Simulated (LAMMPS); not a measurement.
Ta (bcc) at 1480 K and zero pressure, started from the crystal, with several potentials, in cells of their own sizes.

The levels:
- EAM-type CuTa.eam.alloy: classical MD, pair style eam/alloy, file CuTa.eam.alloy (LAMMPS); X. W. Zhou, R. A. Johnson,  H. N. G. Wadley, Phys. Rev. B, 69, 144113 (2004)
- SNAP Ta06A.snap: MD with a machine-learned potential, pair style snap, file Ta06A.snap (LAMMPS); Thompson, Swiler, Trott, Foiles and Tucker, arxiv.org, 1409.3880 (2014)
- Ta_param.pod: MD with a machine-learned potential, pair style pod, file Ta_param.pod (LAMMPS)

| potential | state | volume | first peak of g(r) | coordination number | mean phonon frequency | rough cost (ms per atom and simulated ps) |
|---|---|---|---|---|---|---|
| EAM-type CuTa.eam.alloy | crystal; no diffusion seen in 30 ps | 18.384 ± 0.001 Å³/atom | 2.85 Å, height 3.5 | 14.0 (counted to 3.98 Å) | 3.3 THz | 1 to 3 |
| Ta_param.pod | crystal; no diffusion seen in 21 ps | 18.705 ± 0.002 Å³/atom | 2.87 Å, height 3.4 | 14.0 (counted to 4.02 Å) | 3.2 THz | 10 to 30 |
| SNAP Ta06A.snap | crystal; no diffusion seen in 9.0 ps | 18.567 ± 0.002 Å³/atom | 2.89 Å, height 3.3 | 14.0 (counted to 4.02 Å) | 3.4 THz | 100 to 300 |

Costs are rough: whole-run CPU time with set-up and analysis, from shared machines, in bands a factor of about three wide.

States go by the mean squared displacement: a species diffuses where it passes 1.5 Å², still rises and gives D over 1e-6 cm²/s; a crystal has left its structure where atoms lie 0.35 Å off their sites on average or a cubic box changes its shape by 3 %, or the axial ratios of another lie 8 % off the starting cell's, which the potential's own relaxation can also do.

Errors shown are sampling errors alone.
